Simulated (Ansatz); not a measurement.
Results of Hartree–Fock (Ansatz, a quantum-chemistry and plane-wave program, PAW) for AlB2-type ZrB2.

Run with plane-wave cutoff 460 eV, 12×12×8 k mesh (along the axes of the cell as run), Fermi–Dirac smearing 0.05 eV, scalar-relativistic PAW data made under PBE.

Computed at the level's own relaxed cell.

Question: Predict the equilibrium lattice constant a and c axis length.

Answer: 
- equilibrium lattice constant a: 3.196 Å
- c axis length: 3.608 Å

Measured, for comparison: lattice constant a 3.17 Å, lattice parameter c 3.532 Å (room temperature, no zero-point or thermal correction; as tabulated in Zhang et al. (2020), arXiv:1911.03307). Computed (rounded) less measured: lattice constant a +0.8 %, lattice parameter c +2.2 %.

Static lattice: no zero-point or thermal effects.

The result took about 50 core-minutes (a rough figure).
